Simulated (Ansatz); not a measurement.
Start from WS2 (space group P6_3/mmc, No. 194; a = 3.154 Å, c = 12.141 Å; layered, stacked along the Cartesian z axis).

Level of theory: PBE-D3(BJ), PAW, 420 eV (Ansatz, an electronic-structure program; no spin-orbit coupling).

Strains are applied to the cell and any free atomic positions relax.

One change was made to it. Results:

| quantity | base | after |
|---|---|---|
| pressure (mean of the normal stresses, compression positive) | 0.00 GPa | 4.88 GPa |
| band gap | 0.88 eV | 0.77 eV |
| hole mass | 0.88 mₑ along c, 0.55 mₑ across (at Γ) | 0.86 mₑ along c, 0.55 mₑ across (at Γ) |

### Question
Which of these changes matches the shifts?
A. isotropic strain −3.00 %
B. isotropic strain −1.80 %
C. isotropic strain −1.20 %
D. isotropic strain −2.40 %

### Answer
B, isotropic strain −1.80 %. For comparison, the band gap in the other runs: isotropic strain −1.20 % gives 0.81 eV; isotropic strain −3.00 % gives 0.66 eV; isotropic strain −2.40 % gives 0.72 eV.

Spin-orbit coupling, missing from the scalar runs, can matter with W. Masses are band curvatures over ±0.01 Å⁻¹ around the edge. No phonon test of stability was made.
